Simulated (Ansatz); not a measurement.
MoSi₂ (space group Fddd, No. 70; a hypothetical phase, not in the database extracts checked)

Space group Fddd, origin choice 1 (No. 70); a = 4.5712 Å, b = 7.9585 Å, c = 8.7266 Å, α = β = γ = 90.00°

| atom | site | symmetry | x | y | z |
|---|---|---|---|---|---|
| Si | 16f | .2. | 0.0000 | 0.3359 | 0.0000 |
| Mo | 8a | 222 | 0.0000 | 0.0000 | 0.0000 |
(The calculation used a cell of 6 atoms; values per cell refer to that cell.)

Calculations: Kohn–Sham DFT with the PBEsol functional, run in Ansatz (an electronic-structure program) with PAW and 420 eV plane waves, no spin-orbit coupling. k-mesh 13×13×13 (Γ-centred); smearing 0.05 eV (Fermi–Dirac).

| Property | Value |
|---|---|
| Volume per atom | 13.23 Å³ |
| Density | 6.36 g/cm³ |
| Band gap | zero |
| Total energy | -2047.343 eV/atom (σ→0; compares only within this code and set-up) |

No phonon test of stability was made. The final runs are not spin-polarised.
